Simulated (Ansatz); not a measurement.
Structure of amorphous Hf18O37Sr (periodic cell):

```xyz
56
Lattice="9.0133 0.0000 0.0000 0.0000 9.0133 0.0000 0.0000 0.0000 9.0133" Properties=species:S:1:pos:R:3 pbc="T T T"
Hf     2.8615     8.2142     6.5535
Hf     6.4873     6.3231     4.1274
Hf     2.1656     2.0147     3.5497
Hf     5.0689     3.8431     2.1355
Hf     0.7707     0.3713     8.9624
Hf     5.7768     3.2994     5.2531
Hf     1.1297     7.8546     2.8578
Hf     8.3375     3.8136     7.9412
Hf     7.4747     6.2925     0.9737
Hf     7.7885     0.8656     5.3932
Hf     3.8443     7.2399     1.1366
Hf     5.0644     5.6255     7.6202
Hf     8.0957     2.2444     2.3569
Hf     5.0535     0.4386     3.4553
Hf     2.7774     5.4955     4.5835
Hf     2.7280     2.6155     6.8366
Hf     1.8826     4.4135     1.0667
Hf     8.3582     7.2000     7.0791
O      1.9666     7.8910     0.9679
O      8.2720     6.7967     2.8598
O      5.7665     1.1562     5.5824
O      7.5172     2.8327     6.3340
O      8.3677     7.9628     0.3350
O      4.5898     4.9000     4.0134
O      3.5053     6.1533     6.3117
O      6.5681     6.9679     8.0924
O      0.8189     3.4122     2.5039
O      1.5179     3.5294     8.1884
O      7.1008     0.7610     3.3630
O      6.8865     3.8067     3.5029
O      0.3063     1.6358     4.3715
O      5.2133     8.6048     1.5858
O      2.1960     3.6419     5.0760
O      4.1513     7.6518     8.1871
O      8.4525     2.0800     0.2518
O      5.7530     5.9683     2.0654
O      0.6350     0.7269     2.0517
O      8.8787     5.3438     6.8032
O      3.8489     5.2200     0.3910
O      2.3713     6.0133     2.5404
O      1.7968     7.3715     4.7575
O      4.5091     3.4931     6.9603
O      2.9697     0.1656     3.0673
O      9.0065     5.0912     0.6144
O      4.4954     2.4231     3.7745
O      8.4301     0.3957     7.2361
O      7.6688     7.7375     5.2819
O      1.2733     7.7368     7.4967
O      6.5943     4.5584     8.7843
O      5.0598     7.6547     4.3447
O      2.7649     1.0510     5.5118
O      6.1318     2.3484     1.4593
O      3.1750     3.0371     1.8129
O      2.5651     0.9395     8.0265
O      6.2080     5.3134     5.8988
Sr     6.1615     0.6781     8.6363
```

Calculation: PBE, scalar-relativistic without spin-orbit coupling (plane waves to 420 eV, PAW; Ansatz, a quantum-chemistry and plane-wave program).

Preparation: random packing, a CHGNet melt and quench, and a DFT relaxation. O atoms were pushed apart under 1.9 Å during the dynamics, to hinder bonds among them. The hot cell started wider than the set density and was brought back towards it in steps. It is the lowest in DFT energy of 2 quenches. It is a model cell: composition and starting density were chosen by hand, and all elements were melted together. No dispersion term was used. Its density started from a set value of 8.83 and ended at 8.83 g/cm³. Cooling (nominally 380 K/ps over its main leg) ran many orders faster than in experiment, which tends to leave more defects and strain. One small periodic cell is one sample of the glass; other quenches scatter about these values. The volume was held where the preparation left it, at a PBE pressure of -0.6 GPa (tension). Stress components on the final sampling reach 1.4 GPa. Cycles of charging lowered its energy after that relaxation.

Cut-offs for bonds: Hf-Hf 3.34 Å, Hf-O 2.70 Å, Hf-Sr 3.76 Å, O-O 1.58 Å, O-Sr 3.13 Å, Sr-Sr 4.18 Å. Two cations that share two anions don't count as bonded, nor two that share one unless they lie closer than Hf-Hf 3.25 Å, Hf-Sr 3.66 Å, Sr-Sr 4.07 Å.

Task: Give the coordination numbers, mean bond lengths and angles.

Result: 
- Mean coordination of Hf by anions = 6.33 (2 with 5, 9 with 6, 6 with 7, 1 with 8)
- Mean coordination of O = 3.30 (2 with 2, 22 with 3, 13 with 4)
- Mean coordination of Sr by anions = 8.00 (1 with 8)
- Mean Hf-O bond = 2.153 Å (spread 0.132 Å, 114 counted)
- Mean O-Sr bond = 2.759 Å (spread 0.210 Å, 8 counted)
- Bond angle at Hf = mean 102.0°, spread 28.8°
- Bond angle at O = mean 112.2°, spread 17.3°
- Bond angle at Sr = mean 95.2°, spread 31.6°

Task: List the pairs of like atoms that count as bonded by the rules above.

Result: There are none by these rules.

Task: What Bader charges do the atoms carry, from a run on the zone centre alone?

Result: Means (range): Hf +2.60 e (+2.55 to +2.65), O -1.31 e (-1.37 to -1.23), Sr +1.64 e (+1.64 to +1.64).
| atom | charge (e) |
|---|---|
| Hf1 | +2.61 |
| Hf2 | +2.62 |
| Hf3 | +2.64 |
| Hf4 | +2.59 |
| Hf5 | +2.63 |
| Hf6 | +2.60 |
| Hf7 | +2.62 |
| Hf8 | +2.61 |
| Hf9 | +2.56 |
| Hf10 | +2.55 |
| Hf11 | +2.57 |
| Hf12 | +2.65 |
| Hf13 | +2.63 |
| Hf14 | +2.62 |
| Hf15 | +2.59 |
| Hf16 | +2.57 |
| Hf17 | +2.62 |
| Hf18 | +2.55 |
| O19 | -1.25 |
| O20 | -1.33 |
| O21 | -1.33 |
| O22 | -1.31 |
| O23 | -1.30 |
| O24 | -1.30 |
| O25 | -1.29 |
| O26 | -1.31 |
| O27 | -1.29 |
| O28 | -1.33 |
| O29 | -1.31 |
| O30 | -1.35 |
| O31 | -1.29 |
| O32 | -1.31 |
| O33 | -1.30 |
| O34 | -1.29 |
| O35 | -1.35 |
| O36 | -1.35 |
| O37 | -1.31 |
| O38 | -1.24 |
| O39 | -1.36 |
| O40 | -1.37 |
| O41 | -1.31 |
| O42 | -1.33 |
| O43 | -1.32 |
| O44 | -1.31 |
| O45 | -1.32 |
| O46 | -1.34 |
| O47 | -1.31 |
| O48 | -1.23 |
| O49 | -1.33 |
| O50 | -1.27 |
| O51 | -1.31 |
| O52 | -1.29 |
| O53 | -1.30 |
| O54 | -1.32 |
| O55 | -1.30 |
| Sr56 | +1.64 |
